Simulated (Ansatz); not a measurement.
## HfB2, response to strain

Base system: HfB$_{2}$ (space group P6/mmm, No. 191; a = 3.1278 Å, c = 3.4461 Å; relaxed with 0.1 eV smearing). Axes: x lies along a and z along c of the hexagonal cell.

Strains are applied to the cell and any free atomic positions relax; under biaxial strain the out-of-plane vector relaxes too.

Calculations: Kohn–Sham DFT with the PBEsol functional, run in Ansatz (an electronic-structure program) with PAW and 420 eV plane waves, no SOC.

```json
[
 {"biaxial strain, plane normal [001], relaxed out of plane (%)": "0", "out-of-plane strain (%)": "0.00"},
 {"biaxial strain, plane normal [001], relaxed out of plane (%)": "0.5", "out-of-plane strain (%)": "-0.28"},
 {"biaxial strain, plane normal [001], relaxed out of plane (%)": "1", "out-of-plane strain (%)": "-0.55"},
 {"biaxial strain, plane normal [001], relaxed out of plane (%)": "1.5", "out-of-plane strain (%)": "-0.83"},
 {"biaxial strain, plane normal [001], relaxed out of plane (%)": "2", "out-of-plane strain (%)": "-1.10"},
 {"biaxial strain, plane normal [001], relaxed out of plane (%)": "2.5", "out-of-plane strain (%)": "?"},
 {"biaxial strain, plane normal [001], relaxed out of plane (%)": "3", "out-of-plane strain (%)": "-1.64"}
]
```

Q: Fit ε⊥ = −νε + γε² (strains in %) to the rows shown and predict the withheld row.

A: Least squares on the printed values gives ν = 0.56 (the biaxial Poisson response) and γ = 0.003 (largest residual 0.00 %); this predicts -1.37 %, and the run gives -1.37 %, in agreement.

Stability against distortions was not tested. All final runs are without spin polarisation.
